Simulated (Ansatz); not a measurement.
Input and output of a self-consistent single point for ScGa3 (P4mm, 4 atoms in the cell) (Ansatz, an electronic-structure program).

Level of theory: PBEsol, default PAW files made with PBE (plane waves; Ansatz).

```
ScGa3
1.0
    4.06135     0.00000     0.00000
    0.00000     4.06135     0.00000
    0.00000     0.00000     4.06135
Sc Ga
1 3
Direct
  0.00000   0.00000   0.01231
  0.50000   0.50000   0.00000
  0.00000   0.50000   0.50000
  0.50000   0.00000   0.50000
```

Reference input (self-consistent single point, DFT, PBEsol, plane waves, default PAW files made with PBE): basis.ecutwfc = 420 eV; kpoints.mp_grid.grid = 8 8 8; hamiltonian.xc = pbesol; hamiltonian.pseudopotentials = {kind: paw} (the program's default PAW files); scf.occupations.method = gaussian; scf.occupations.width = 0.1 eV. This run's input differs from it in these lines:

Ansatz 0.2 input:
```diff
@@ -13,3 +13,3 @@
 kpoints:
-  mp_grid: { grid: [8, 8, 8] }
+  mp_grid: { grid: [7, 7, 7] }
 hamiltonian:
```

The program printed (abridged):

```
SCF iter   1: F=—  HF=-13343.169108 eV  |F-HF|=—  |Δ(HF+E_count)|=         —  Δρ=3.18e-3  dr2=1.09e-2  ethr=1.77e-3  ⟨swp⟩=5.5  Hψ=4747  notcnv=0
all-band conjugate gradients solve this SCF's bands
preconditioner: auto → Kerker (q_TF=auto, 2.598 Å⁻¹)
SCF iter   2: F=—  HF=-13343.166593 eV  |F-HF|=—  |Δ(HF+E_count)|=   2.52e-3  Δρ=1.81e-3  dr2=4.21e-3  ethr=2.19e-5  ⟨swp⟩=2.1  Hψ=2191  notcnv=0
SCF iter   3: F=—  HF=-13343.165734 eV  |F-HF|=—  |Δ(HF+E_count)|=   8.59e-4  Δρ=1.05e-3  dr2=1.56e-3  ethr=8.42e-6  ⟨swp⟩=2.5  Hψ=2140  notcnv=0
SCF iter   4: F=—  HF=-13343.165255 eV  |F-HF|=—  |Δ(HF+E_count)|=   4.79e-4  Δρ=1.88e-4  dr2=2.20e-5  ethr=3.12e-6  ⟨swp⟩=3.0  Hψ=2146  notcnv=0
SCF iter   5: F=—  HF=-13343.165252 eV  |F-HF|=—  |Δ(HF+E_count)|=   2.97e-6  Δρ=9.54e-5  dr2=4.52e-6  ethr=4.40e-8  ⟨swp⟩=2.1  Hψ=1303  notcnv=0
SCF iter   6: F=—  HF=-13343.165253 eV  |F-HF|=—  |Δ(HF+E_count)|=   7.99e-7  Δρ=2.07e-5  dr2=1.96e-7  ethr=9.05e-9  ⟨swp⟩=2.0  Hψ=1434  notcnv=0
SCF iter   7: F=-13343.165253 eV  HF=-13343.165253 eV  |F-HF|=3.27e-9  |Δ(HF+E_count)|=   1.08e-8  Δρ=4.48e-6  dr2=1.24e-8  ethr=2.00e-10  ⟨swp⟩=6.4  Hψ=4357  notcnv=0
SCF 1 converged in 7 iterations: F = -13343.165253 eV  dr2 = 1.24e-8
Free energy (F): -13343.165253 eV
Internal energy: -13343.147272 eV  (E = F + TS)
E sigma→0 (E₀):  -13343.156262 eV
Entropy (-TS):   -0.017980 eV (-4.495 meV/atom)
Fermi energy:    12.074675 eV
--- Forces (eV/Å), atoms counted from 1 ---
  atom   1  Sc     0.00000000     0.00000000    -0.37696992
  atom   2  Ga     0.00000000     0.00000000    -0.00868858
  atom   3  Ga     0.00000000     0.00000000     0.19282954
  atom   4  Ga     0.00000000     0.00000000     0.19282954
--- Stress (GPa, compression-positive) ---
       -0.928499       0.000000      -0.000000
        0.000000      -0.928499       0.000000
       -0.000000       0.000000      -0.898157
  P = ⅓ Tr σ = -0.9184 GPa (-9.184 kbar)
  The stress holds the Pulay correction. Without it, at fixed plane waves, as pw.x and ABINIT print it: P = -0.9633 GPa
```

The run converged in 7 iterations. Against the reference run the free energy goes up by 5.4 meV/atom, the pressure goes from -0.48 to -0.92 GPa and the largest force moves little (0.382 to 0.377 eV/Å).

The starting cell comes from a database of computed structures (which also holds hypothetical and non-ambient phases and stackings), without a prior relaxation at this level. Its lattice was rescaled by up to half a per cent. One atom was moved a little off its site on purpose. Ansatz's pressure includes its estimate of the finite-basis (Pulay) stress.
